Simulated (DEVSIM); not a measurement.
System: Schottky contact on n-type β-Ga2O3, at 350 K.

```tsv
layer (left to right)	material	thickness (μm)	Nd (cm⁻³)	τn (s)	τp (s)
1	β-Ga2O3	38.0	2e17	1.3e-9	1.3e-9
2	β-Ga2O3	3.40	1.5e18	1.3e-9	1.3e-9
```

Left contact: Schottky, work function 5.4 eV, emission velocity 7.5e6 cm/s. Right contact: ohmic. Voltage is applied to the left contact. Recombination: SRH at mid-gap, radiative. Mobility is μmin + (μ − μmin)/(1 + (N/Nref)^α).

This is a model device: material constants are rounded textbook-type values typed into the input, and sizes, dopings and lifetimes were drawn at random. Values at 300 K; Nc and Nv go as T^1.5, mobilities as T to minus their exponent, the gap by Varshni's rule with the affinity fixed.

| parameter | β-Ga2O3 |
|---|---|
| gap (eV) | 4.8 |
| affinity (eV) | 4 |
| permittivity | 10 |
| Nc (cm⁻³) | 3.7e18 |
| Nv (cm⁻³) | 5e20 |
| μn (cm²/Vs) | 160 |
| μp (cm²/Vs) | 1 |
| μn,min | 20 |
| μp,min | 0.1 |
| Nref,n | 1e18 |
| Nref,p | 1e18 |
| αn | 0.8 |
| αp | 0.8 |
| T exponent of μn | 1.8 |
| T exponent of μp | 1.5 |
| B (cm³/s) | 1e-12 |
| Varshni α (eV/K) | 0.0004 |
| Varshni β (K) | 600 |

Model (solved in DEVSIM): 1D drift-diffusion, Boltzmann statistics, complete ionisation; no tunnelling, impact ionisation, image-force lowering or self-heating. Metal contacts follow the ideal Schottky-Mott rule: no Fermi-level pinning, no interface dipoles.

Tabulate band edges, carrier densities and field at 1.15 V on the left contact.

Energies count from the Fermi level of the right contact; mesh points crowd at the junctions.

```
x (μm)   Ec (eV)  Ev (eV)  n (cm⁻³)  p (cm⁻³)  field (V/cm)
-------  -------  -------  --------  --------  ------------
0.000      0.250   -4.538    5.3e13     < 1e2       -120000
0.03735    0.030   -4.759    1.3e17     < 1e2        -13000
0.1393     0.018   -4.771    2.0e17     < 1e2            20
0.3930     0.018   -4.770    2.0e17     < 1e2            20
1.513      0.020   -4.768    2.0e17     < 1e2            20
3.903      0.025   -4.763    2.0e17     < 1e2            20
10.42      0.038   -4.750    2.0e17     < 1e2            20
28.12      0.074   -4.715    2.0e17     < 1e2            20
34.15      0.086   -4.703    2.0e17     < 1e2            20
36.57      0.091   -4.698    2.0e17     < 1e2            20
37.45      0.092   -4.696    2.0e17     < 1e2            20
37.87      0.093   -4.695    2.0e17     < 1e2            20
37.96      0.093   -4.696    2.0e17     < 1e2          -660
38.00      0.047   -4.741    9.3e17     < 1e2        -40000
38.06      0.033   -4.756    1.5e18     < 1e2           ≈ 0
38.20      0.033   -4.756    1.5e18     < 1e2           ≈ 0
38.56      0.033   -4.755    1.5e18     < 1e2           ≈ 0
39.45      0.033   -4.755    1.5e18     < 1e2           ≈ 0
40.87      0.034   -4.754    1.5e18     < 1e2           ≈ 0
41.20      0.034   -4.754    1.5e18     < 1e2           ≈ 0
41.34      0.034   -4.754    1.5e18     < 1e2           ≈ 0
41.40      0.034   -4.754    1.5e18     < 1e2           ≈ 0
```
